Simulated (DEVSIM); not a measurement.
Structure: abrupt Ge p-n junction, at 300 K.

Layer 1 from the left is Ge, thickness (μm) 41.0, Na (cm⁻³) 1.1e17, τn (s) 0.0007, τp (s) 0.0007. Layer 2 from the left is Ge, thickness (μm) 19.0, Nd (cm⁻³) 8e14, τn (s) 0.0007, τp (s) 0.0007.

Left contact: ohmic. Right contact: ohmic. Voltage is applied to the left contact. Recombination: SRH at mid-gap, Auger. Mobility is constant in doping.

Constants are typed, rounded textbook-type inputs, not results; the design itself was drawn at random and stands for no fabricated device. Values at 300 K.

Ge: gap (eV) 0.664, affinity (eV) 4, permittivity 16, Nc (cm⁻³) 1.04e19, Nv (cm⁻³) 6e18, μn (cm²/Vs) 3900, μp (cm²/Vs) 1900, Cn (cm⁶/s) 1e-31, Cp (cm⁶/s) 1e-31.

DEVSIM, 1D drift-diffusion, Boltzmann statistics, complete ionisation; no tunnelling, impact ionisation, image-force lowering or self-heating.

Task: What does the simulation give for the largest field in the device at zero bias, the dark forward voltage at 100 A/cm², the potential step across the device at zero bias?

Result: largest field in the device at zero bias 16000 V/cm; dark forward voltage at 100 A/cm² 0.346 V; potential step across the device at zero bias 0.316 V.
